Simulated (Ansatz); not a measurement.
A periodic model of amorphous Si24O50Ti:

```yaml
crystal:
  lattice:
    - [10.40554, 0.00000, 0.00000]
    - [0.00000, 10.40554, 0.00000]
    - [0.00000, 0.00000, 10.40554]
  atoms:
    - { symbol: Si, position: [0.32260, 0.06910, 0.96804] }
    - { symbol: Si, position: [0.41845, 0.84229, 0.38524] }
    - { symbol: Si, position: [0.01172, 0.40472, 0.50214] }
    - { symbol: Si, position: [0.52777, 0.96989, 0.61959] }
    - { symbol: Si, position: [0.96266, 0.36326, 0.22257] }
    - { symbol: Si, position: [0.44936, 0.22840, 0.75113] }
    - { symbol: Si, position: [0.92329, 0.66105, 0.15513] }
    - { symbol: Si, position: [0.12670, 0.84652, 0.29633] }
    - { symbol: Si, position: [0.54633, 0.98079, 0.15337] }
    - { symbol: Si, position: [0.09795, 0.61047, 0.93469] }
    - { symbol: Si, position: [0.23576, 0.44489, 0.14411] }
    - { symbol: Si, position: [0.64371, 0.76601, 0.75995] }
    - { symbol: Si, position: [0.06788, 0.00801, 0.04614] }
    - { symbol: Si, position: [0.91407, 0.46304, 0.76080] }
    - { symbol: Si, position: [0.16865, 0.87053, 0.82538] }
    - { symbol: Si, position: [0.40662, 0.40989, 0.36891] }
    - { symbol: Si, position: [0.80967, 0.91956, 0.59283] }
    - { symbol: Si, position: [0.08532, 0.99824, 0.56322] }
    - { symbol: Si, position: [0.56486, 0.60838, 0.50126] }
    - { symbol: Si, position: [0.64061, 0.70948, 0.05540] }
    - { symbol: Si, position: [0.79750, 0.14109, 0.08887] }
    - { symbol: Si, position: [0.68672, 0.31399, 0.89858] }
    - { symbol: Si, position: [0.51311, 0.44148, 0.11476] }
    - { symbol: Si, position: [0.25705, 0.26333, 0.54705] }
    - { symbol: O, position: [0.29995, 0.93826, 0.88128] }
    - { symbol: O, position: [0.85442, 0.27053, 0.15785] }
    - { symbol: O, position: [0.33563, 0.30446, 0.67653] }
    - { symbol: O, position: [0.93148, 0.02020, 0.60057] }
    - { symbol: O, position: [0.59277, 0.66430, 0.64761] }
    - { symbol: O, position: [0.80629, 0.40341, 0.85536] }
    - { symbol: O, position: [0.49584, 0.94419, 0.29591] }
    - { symbol: O, position: [0.67558, 0.07233, 0.16211] }
    - { symbol: O, position: [0.36735, 0.39557, 0.07058] }
    - { symbol: O, position: [0.57731, 0.84990, 0.07500] }
    - { symbol: O, position: [0.65684, 0.69514, 0.89835] }
    - { symbol: O, position: [0.42351, 0.04832, 0.08473] }
    - { symbol: O, position: [0.48420, 0.11285, 0.65459] }
    - { symbol: O, position: [0.74711, 0.17505, 0.94263] }
    - { symbol: O, position: [0.54162, 0.59628, 0.10281] }
    - { symbol: O, position: [0.16279, 0.38492, 0.52555] }
    - { symbol: O, position: [0.61868, 0.37083, 0.02655] }
    - { symbol: O, position: [0.53787, 0.88287, 0.75103] }
    - { symbol: O, position: [0.96278, 0.32498, 0.37602] }
    - { symbol: O, position: [0.41504, 0.91118, 0.52670] }
    - { symbol: O, position: [0.97709, 0.67735, 0.00864] }
    - { symbol: O, position: [0.19109, 0.56356, 0.05200] }
    - { symbol: O, position: [0.04509, 0.49221, 0.84442] }
    - { symbol: O, position: [0.50852, 0.71546, 0.40180] }
    - { symbol: O, position: [0.08581, 0.93147, 0.42159] }
    - { symbol: O, position: [0.13354, 0.93225, 0.16626] }
    - { symbol: O, position: [0.17090, 0.13125, 0.55814] }
    - { symbol: O, position: [0.67111, 0.98295, 0.55201] }
    - { symbol: O, position: [0.99009, 0.55728, 0.47094] }
    - { symbol: O, position: [0.91816, 0.51119, 0.19958] }
    - { symbol: O, position: [0.77345, 0.70807, 0.14101] }
    - { symbol: O, position: [0.46076, 0.49059, 0.49361] }
    - { symbol: O, position: [0.11013, 0.34948, 0.16319] }
    - { symbol: O, position: [0.05057, 0.92555, 0.91344] }
    - { symbol: O, position: [0.58150, 0.30741, 0.78222] }
    - { symbol: O, position: [0.78064, 0.84059, 0.72747] }
    - { symbol: O, position: [0.35578, 0.26963, 0.42292] }
    - { symbol: O, position: [0.01606, 0.73748, 0.25994] }
    - { symbol: O, position: [0.14656, 0.90412, 0.67377] }
    - { symbol: O, position: [0.17332, 0.71446, 0.84406] }
    - { symbol: O, position: [0.17888, 0.11722, 0.01507] }
    - { symbol: O, position: [0.85971, 0.59655, 0.69873] }
    - { symbol: O, position: [0.38829, 0.18113, 0.88451] }
    - { symbol: O, position: [0.52490, 0.39468, 0.26531] }
    - { symbol: O, position: [0.28843, 0.48290, 0.28940] }
    - { symbol: O, position: [0.84739, 0.80750, 0.48893] }
    - { symbol: O, position: [0.70753, 0.56234, 0.45378] }
    - { symbol: O, position: [0.93942, 0.36581, 0.63783] }
    - { symbol: O, position: [0.27576, 0.80122, 0.32976] }
    - { symbol: O, position: [0.92248, 0.04728, 0.08452] }
    - { symbol: Ti, position: [0.84809, 0.63737, 0.52816] }
```

Methods: PBE, scalar-relativistic without spin-orbit coupling (Ansatz, an electronic-structure program); r2SCAN, scalar-relativistic without spin-orbit coupling (Ansatz); HSE06, scalar-relativistic without spin-orbit coupling (Ansatz). Neutral PBE cell, which sets geometry, pressure and energy: sampling: a 2×2×2 Γ-centred mesh; Fermi-Dirac width 0.02 eV; no spin polarisation. Exact exchange is cut at the faces of this 10 Å cell, which leaves hybrid gaps a finite-size error.

Preparation: random packing, a CHGNet melt and quench, and a DFT relaxation. O atoms were pushed apart under 1.9 Å during the dynamics, to hinder bonds among them. The hot cell started wider than the set density and was brought back towards it in steps. It is the lowest in DFT energy of 2 quenches. It is a model cell: composition and starting density were chosen by hand, and all elements were melted together. No dispersion term was used. Its density started from a set value of 2.24 and ended at 2.24 g/cm³. The simulated quench (nominally 320 K/ps over its main leg) is rapid and tends to freeze in more defects than a deposited or slowly cooled glass has. A cell of this size samples the disorder only roughly. The volume was held where the preparation left it.

### Question
Give the pressure, the energy against reference phases and the spacing of the highest filled and lowest empty levels.

### Answer

```yaml
Pressure on a 2×2×2 Γ-centred mesh: -0.52 GPa
Largest force and stress component on that mesh (the relaxation ran on the zone centre alone): 0.02 eV/Å and 3.2 GPa
Energy relative to alpha cristobalite + anatase TiO2 (lowest mix at this level among the phases computed, not always the ambient ones): 0.082 eV/atom
Gap between localised states on a 2×2×2 Γ-centred mesh (PBE): 4.32 eV
Gap between localised states at the zone centre (PBE): 4.33 eV
Gap between localised states at the zone centre (r2SCAN): 4.79 eV
Gap between localised states at the zone centre (HSE06): 6.23 eV
Distance between the nearest levels spread over more than a fifth of the atoms or a third of the atoms of their main element (six at least) (PBE, zone centre): 5.46 eV
```

### Question
At PBE and the zone centre, how localised are the states just below and above the Fermi level (participation number: the atoms over which a state spreads)?

### Answer
The highest filled state is spread over 9.6 atoms' worth, largest on O42, with weights by element (charge in smoothed Voronoi cells) O 0.96, Si 0.03, Ti 0.01. The lowest empty state is spread over 1.7 atoms' worth, largest on Ti75, with weights by element (charge in smoothed Voronoi cells) Ti 0.76, O 0.22, Si 0.03.

At PBE the levels at both edges of the gap are localised (band-tail or defect states), and the nearest spread-out levels lie 5.5 eV apart at the zone centre.

Neighbours within Si-Si 2.60 Å, Si-O 1.90 Å, Si-Ti 2.78 Å, O-O 1.58 Å, O-Ti 2.49 Å, Ti-Ti 3.12 Å count as bonded. Two cations that share two anions don't count as bonded, nor two that share one unless they lie closer than Si-Si 2.38 Å, Si-Ti 2.71 Å, Ti-Ti 3.04 Å.

Added carriers, by PBE, scalar-relativistic without spin-orbit coupling (Ansatz) on the zone centre alone. Charged cells keep the cell fixed and stand in a uniform background, with no image correction, at a width of 0.01 eV; where the count is odd the moment is locked at 1 μB, unless the neutral cell bore moments. Each starts from the undistorted neutral geometry alone. PBE's self-interaction favours spread-out carriers, so it can miss traps that a hybrid finds.

### Question
What happens at PBE when the cell takes an extra electron and the atoms relax?

### Answer
Relaxation lowers the charged cell by 0.36 eV. The largest moves are O53 0.31 Å, O70 0.27 Å, O37 0.17 Å, Si3 0.16 Å. The level that holds the added charge spreads over 2.0 atoms' worth, most on Ti75 (weight 0.70): a localised (trapped) carrier, which neighbours of that atom can share. No bond crosses its cut-off with a change of over 0.15 Å (metal-metal contacts aside). Made neutral again at that geometry, the cell lies +0.71 eV from the neutral start.

### Question
What happens at PBE when the cell takes a hole and the atoms relax?

### Answer
Relaxation lowers the charged cell by 0.03 eV. The largest moves are O42 0.04 Å, O72 0.03 Å, Si12 0.03 Å, O48 0.02 Å. The level that was emptied spreads over 27.3 atoms' worth, most on O42 (weight 0.08): a carrier spread over the cell. No bond crosses its cut-off with a change of over 0.15 Å (metal-metal contacts aside). Made neutral again at that geometry, the cell lies +0.04 eV from the neutral start.
